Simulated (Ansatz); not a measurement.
Consider ZnSe in the zinc blende structure (space group F-43m, No. 216; a = 5.733 Å).

Calculations: PBE/PAW in Ansatz (a quantum-chemistry and plane-wave program), no spin-orbit coupling.

For the base:

Valley order: Γ 1.15 eV; L along ⟨111⟩ 2.49 eV

One thing is altered: the cell is scaled by 1.0100 in all directions; the atoms relax in the strained cell.

How does this affect the valley order?

The valley order (the lowest conduction-band minima on the path, energy above the VBM, named in the base's zone) goes from Γ 1.15 eV; L along ⟨111⟩ 2.49 eV to Γ 1.04 eV; L along ⟨111⟩ 2.43 eV.

What happens to the energy relative to the base?

The energy goes up by 3.6 meV/atom.

The levels and masses belong to the bands next to the band gap. No phonon test of stability was made.
